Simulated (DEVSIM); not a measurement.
System: illuminated Si n-on-p cell, one wavelength, at 250 K.

```tsv
layer (left to right)	material	thickness (μm)	Nd (cm⁻³)	Na (cm⁻³)	τn (s)	τp (s)	absorption coefficient (cm⁻¹)
1	Si	0.560	1.5e18	-	1.3e-7	1.4e-8	13000
2	Si	220	-	5.7e16	4.5e-7	4.5e-7	13000
```

Left contact: ohmic, minority hole recombination velocity 2e6 cm/s. Right contact: ohmic, minority electron recombination velocity 40 cm/s. Voltage is applied to the left contact. Recombination: SRH at mid-gap, radiative. Light enters at the left, 3.6e16 photons cm⁻² s⁻¹, one pass, no reflection. Mobility is constant in doping.

Constants are typed, rounded textbook-type inputs, not results; the design itself was drawn at random and stands for no fabricated device. Values at 300 K; Nc and Nv go as T^1.5, mobilities as T to minus their exponent, the gap by Varshni's rule with the affinity fixed.

```tsv
parameter	Si
gap (eV)	1.124
affinity (eV)	4.05
permittivity	11.7
Nc (cm⁻³)	2.86e19
Nv (cm⁻³)	3.1e19
μn (cm²/Vs)	1417
μp (cm²/Vs)	470
T exponent of μn	2.3
T exponent of μp	2.2
B (cm³/s)	4.7e-15
Varshni α (eV/K)	0.000473
Varshni β (K)	636
```

Model (solved in DEVSIM): 1D drift-diffusion, Boltzmann statistics, complete ionisation; no tunnelling, impact ionisation, image-force lowering or self-heating.

Task: Tabulate band edges, carrier densities and field at zero bias, in the dark.

Result: Energies count from the Fermi level of the right contact; mesh points crowd at the junctions.

```json
[
 {"x (μm)": "0.000", "Ec (eV)": "0.058", "Ev (eV)": "-1.079", "n (cm⁻³)": "1.5e18", "p (cm⁻³)": "< 1e2", "field (V/cm)": "≈ 0"},
 {"x (μm)": "0.03807", "Ec (eV)": "0.058", "Ev (eV)": "-1.079", "n (cm⁻³)": "1.5e18", "p (cm⁻³)": "< 1e2", "field (V/cm)": "≈ 0"},
 {"x (μm)": "0.1254", "Ec (eV)": "0.058", "Ev (eV)": "-1.079", "n (cm⁻³)": "1.5e18", "p (cm⁻³)": "< 1e2", "field (V/cm)": "≈ 0"},
 {"x (μm)": "0.3321", "Ec (eV)": "0.058", "Ev (eV)": "-1.079", "n (cm⁻³)": "1.5e18", "p (cm⁻³)": "< 1e2", "field (V/cm)": "≈ 0"},
 {"x (μm)": "0.5091", "Ec (eV)": "0.058", "Ev (eV)": "-1.079", "n (cm⁻³)": "1.5e18", "p (cm⁻³)": "< 1e2", "field (V/cm)": "≈ 0"},
 {"x (μm)": "0.5548", "Ec (eV)": "0.073", "Ev (eV)": "-1.063", "n (cm⁻³)": "7.4e17", "p (cm⁻³)": "< 1e2", "field (V/cm)": "45000"},
 {"x (μm)": "0.5860", "Ec (eV)": "0.410", "Ev (eV)": "-0.726", "n (cm⁻³)": "1.2e11", "p (cm⁻³)": "55000", "field (V/cm)": "100000"},
 {"x (μm)": "0.7207", "Ec (eV)": "1.003", "Ev (eV)": "-0.134", "n (cm⁻³)": "< 1e2", "p (cm⁻³)": "4.8e16", "field (V/cm)": "2400"},
 {"x (μm)": "1.028", "Ec (eV)": "1.006", "Ev (eV)": "-0.130", "n (cm⁻³)": "< 1e2", "p (cm⁻³)": "5.7e16", "field (V/cm)": "≈ 0"},
 {"x (μm)": "1.794", "Ec (eV)": "1.006", "Ev (eV)": "-0.130", "n (cm⁻³)": "< 1e2", "p (cm⁻³)": "5.7e16", "field (V/cm)": "≈ 0"},
 {"x (μm)": "3.886", "Ec (eV)": "1.006", "Ev (eV)": "-0.130", "n (cm⁻³)": "< 1e2", "p (cm⁻³)": "5.7e16", "field (V/cm)": "≈ 0"},
 {"x (μm)": "12.90", "Ec (eV)": "1.006", "Ev (eV)": "-0.130", "n (cm⁻³)": "< 1e2", "p (cm⁻³)": "5.7e16", "field (V/cm)": "≈ 0"},
 {"x (μm)": "33.47", "Ec (eV)": "1.006", "Ev (eV)": "-0.130", "n (cm⁻³)": "< 1e2", "p (cm⁻³)": "5.7e16", "field (V/cm)": "≈ 0"},
 {"x (μm)": "84.73", "Ec (eV)": "1.006", "Ev (eV)": "-0.130", "n (cm⁻³)": "< 1e2", "p (cm⁻³)": "5.7e16", "field (V/cm)": "≈ 0"},
 {"x (μm)": "180.9", "Ec (eV)": "1.006", "Ev (eV)": "-0.130", "n (cm⁻³)": "< 1e2", "p (cm⁻³)": "5.7e16", "field (V/cm)": "≈ 0"},
 {"x (μm)": "205.7", "Ec (eV)": "1.006", "Ev (eV)": "-0.130", "n (cm⁻³)": "< 1e2", "p (cm⁻³)": "5.7e16", "field (V/cm)": "≈ 0"},
 {"x (μm)": "214.8", "Ec (eV)": "1.006", "Ev (eV)": "-0.130", "n (cm⁻³)": "< 1e2", "p (cm⁻³)": "5.7e16", "field (V/cm)": "≈ 0"},
 {"x (μm)": "218.4", "Ec (eV)": "1.006", "Ev (eV)": "-0.130", "n (cm⁻³)": "< 1e2", "p (cm⁻³)": "5.7e16", "field (V/cm)": "≈ 0"},
 {"x (μm)": "220.0", "Ec (eV)": "1.006", "Ev (eV)": "-0.130", "n (cm⁻³)": "< 1e2", "p (cm⁻³)": "5.7e16", "field (V/cm)": "≈ 0"},
 {"x (μm)": "220.4", "Ec (eV)": "1.006", "Ev (eV)": "-0.130", "n (cm⁻³)": "< 1e2", "p (cm⁻³)": "5.7e16", "field (V/cm)": "≈ 0"},
 {"x (μm)": "220.5", "Ec (eV)": "1.006", "Ev (eV)": "-0.130", "n (cm⁻³)": "< 1e2", "p (cm⁻³)": "5.7e16", "field (V/cm)": "≈ 0"},
 {"x (μm)": "220.6", "Ec (eV)": "1.006", "Ev (eV)": "-0.130", "n (cm⁻³)": "< 1e2", "p (cm⁻³)": "5.7e16", "field (V/cm)": "≈ 0"}
]
```
